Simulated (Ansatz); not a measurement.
Enthalpy of formation of AlP (model structure, started from the litharge type, P4/nmm, No. 129, 4 atoms in the cell) at several levels of theory

No measured value is used here.

| level (code) | value (eV/atom) |
|---|---|
| PBE (Ansatz) | 0.170 |
| PBEsol (Ansatz) | 0.131 |
| PBE-D3(BJ) (Ansatz) | 0.150 |

PBE, PBEsol, PBE-D3(BJ): an element's reference phase differs from the standard state of thermochemical tables. Each level is taken at its own relaxed cell. Ansatz's density-functional and Hartree–Fock values are scalar-relativistic unless marked +SOC, with PAW data made under PBE.

A model structure was made by putting elements into a prototype or built by hand; it is no filed structure, need not be a known phase, and can be a saddle point held by its symmetry.

Ansatz is a quantum-chemistry and plane-wave program.
